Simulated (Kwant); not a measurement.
System: GaAs/Al0.3Ga0.7As stack with 1 barrier. One parabolic valley. Leads of mass 0.067 mₑ with the band edge at 0; grid 0.1 nm; bias 0 V, dropping linearly over the stack.

```json
[
 {"layer": "1", "thickness (nm)": "6.4", "band offset (eV)": "0.24", "mass (mₑ)": "0.092"}
]
```

The device is made up for the run: typed textbook-type constants, with dimensions and the other settings drawn at random.

Computed with Kwant: one-band effective-mass tight-binding model in one dimension, coherent, no space charge.

Question: Work out the transmission below the barrier top from T = 1/(1 + ((ζ + 1/ζ)/2)² sinh²(κa)), ζ = (k/m_lead)/(κ/m_barrier).

Answer: E = 0.04662 eV: k = 0.2863 nm⁻¹, κ = 0.6833 nm⁻¹, ζ = 0.5753, T = 0.000475. The simulation gives 0.000476, the same within the digits that matter. E = 0.1193 eV: k = 0.4580 nm⁻¹, κ = 0.5399 nm⁻¹, ζ = 1.165, T = 0.00389. The simulation gives 0.00389, the same within the digits that matter. E = 0.1829 eV: k = 0.5671 nm⁻¹, κ = 0.3714 nm⁻¹, ζ = 2.097, T = 0.0207. The simulation gives 0.0207, the same within the digits that matter. What differs comes from the grid.
